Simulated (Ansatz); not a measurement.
**What uniaxial strain ε_zz = −5.58 % does to InAs**

The parent structure is InAs in the zinc blende structure (space group F-43m, No. 216; a = 6.109 Å). Axes: x, y, z lie along the cube axes.

Now apply this change: the cell is compressed by 5.58 % along z with no lateral relaxation, atoms relaxed at fixed cell.

Computed with Ansatz (an electronic-structure program), r2SCAN, PAW, cutoff 500 eV, no SOC. Settings: 9×9×9 k-points, 0.05 eV Fermi–Dirac smearing.

```csv
quantity,base,changed,shift
volume per atom,28.50 Å³,26.91 Å³,-1.59 Å³
shortest interatomic distance,2.645 Å,2.597 Å,-0.048 Å
energy relative to the base (free energy F),0 meV/atom,+24 meV/atom,+24 meV/atom
"pressure (mean of the normal stresses, compression positive)",0.01 GPa,3.69 GPa,+3.68 GPa
band gap,0.08 eV,0.21 eV,+0.125 eV
gap character,direct at Γ,direct at Γ,–
"valence-band top at Γ (three highest levels, from the VBM)","0.00, 0.00, 0.00 eV","0.00, -0.27, -0.27 eV",–
"valley order (the lowest conduction-band minima on the path, energy above the VBM, named in the base's zone)",Γ 0.08 eV; L along ⟨111⟩ 1.25 eV,"Γ 0.21 eV; L along [1-11] 1.17 eV; a point along [001], about 1.0 Å⁻¹ from Γ 1.43 eV",–
"stress (xx, yy, zz, yz, xz, xy; compression positive)",–,"(3.09, 3.09, 4.89, 0.00, 0.00, 0.00) GPa",–
```

Final structure:

```xyz
2
Lattice="0.0000 3.0546 2.8841 3.0546 0.0000 2.8841 3.0546 3.0546 0.0000" Properties=species:S:1:pos:R:3 pbc="T T T"
As     4.5818     4.5818     4.3262
In     0.0000     0.0000     0.0000
```

No phonon test of stability was made. A zero or small gap of InAs can be the functional's error rather than a property of the material. k-point labels follow each cell's own Brillouin zone.
